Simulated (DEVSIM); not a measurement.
System: Schottky contact on n-type InP, at 300 K.

```tsv
layer (left to right)	material	thickness (μm)	Nd (cm⁻³)	τn (s)	τp (s)
1	InP	11.0	1.8e15	3.3e-9	3.3e-9
```

Left contact: Schottky, work function 5.33 eV, emission velocity 1.7e6 cm/s. Right contact: ohmic. Voltage is applied to the left contact. Recombination: SRH at mid-gap, Auger. Mobility is μmin + (μ − μmin)/(1 + (N/Nref)^α).

This is a model device: material constants are rounded textbook-type values typed into the input, and sizes, dopings and lifetimes were drawn at random. Values at 300 K; Nc and Nv go as T^1.5, mobilities as T to minus their exponent, the gap by Varshni's rule with the affinity fixed.

```tsv
parameter	InP
gap (eV)	1.344
affinity (eV)	4.38
permittivity	12.5
Nc (cm⁻³)	5.7e17
Nv (cm⁻³)	1.1e19
μn (cm²/Vs)	5200
μp (cm²/Vs)	170
μn,min	400
μp,min	10
Nref,n	3e17
Nref,p	4.9e17
αn	0.47
αp	0.62
T exponent of μn	2
T exponent of μp	2
Cn (cm⁶/s)	9e-31
Cp (cm⁶/s)	9e-31
Varshni α (eV/K)	0.000363
Varshni β (K)	162
```

Model (solved in DEVSIM): 1D drift-diffusion, Boltzmann statistics, complete ionisation; no tunnelling, impact ionisation, image-force lowering or self-heating. Metal contacts follow the ideal Schottky-Mott rule: no Fermi-level pinning, no interface dipoles.

The temperature was swept, all else fixed.

```json
[
 {"temperature (K)": "250", "potential step across the device at zero bias (V)": "0.832", "dark forward voltage at 1 A/cm² (V)": "0.700", "largest field in the device at zero bias (V/cm)": "21000", "dark forward voltage at 100 A/cm² (V)": "0.855"},
 {"temperature (K)": "300", "potential step across the device at zero bias (V)": "0.801", "dark forward voltage at 1 A/cm² (V)": "0.643", "largest field in the device at zero bias (V/cm)": "20000", "dark forward voltage at 100 A/cm² (V)": "0.843"},
 {"temperature (K)": "350", "potential step across the device at zero bias (V)": "0.769", "dark forward voltage at 1 A/cm² (V)": "0.585", "largest field in the device at zero bias (V/cm)": "20000", "dark forward voltage at 100 A/cm² (V)": "0.834"},
 {"temperature (K)": "400", "potential step across the device at zero bias (V)": "0.737", "dark forward voltage at 1 A/cm² (V)": "0.527", "largest field in the device at zero bias (V/cm)": "19000", "dark forward voltage at 100 A/cm² (V)": "0.826"},
 {"temperature (K)": "450", "potential step across the device at zero bias (V)": "0.703", "dark forward voltage at 1 A/cm² (V)": "0.465", "largest field in the device at zero bias (V/cm)": "19000", "dark forward voltage at 100 A/cm² (V)": "0.817"},
 {"temperature (K)": "500", "potential step across the device at zero bias (V)": "0.669", "dark forward voltage at 1 A/cm² (V)": "0.398", "largest field in the device at zero bias (V/cm)": "22000", "dark forward voltage at 100 A/cm² (V)": "0.801"}
]
```

From the first row to the last the potential step across the device at zero bias goes from 0.832 to 0.669. From the first row to the last the dark forward voltage at 1 A/cm² goes from 0.700 to 0.398.
